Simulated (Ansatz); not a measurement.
The parent structure is AlAs in the zinc blende structure (space group F-43m, No. 216; a = 5.6747 Å).

Level of theory: PBEsol/PAW in Ansatz (a program for electronic structure), no SOC.

One change was made to it. Results:

| quantity | base | after |
|---|---|---|
| band gap | 1.34 eV | 3.19 eV |
| density | 3.70 g/cm³ | 3.25 g/cm³ |

Which of these changes matches the shifts?
(A) As → Cu
(B) As → C
(C) As → N

C, As → N. For comparison, the band gap in the other runs: As → Cu gives zero; As → C gives zero.

No phonon test of stability was made. As relaxed here, AlCu and AlC are hypothetical phases, not in the database extracts checked. The final runs are not spin-polarised. An odd electron count without spin: AlC. This is not the structure that AlN has at room temperature and ambient pressure.
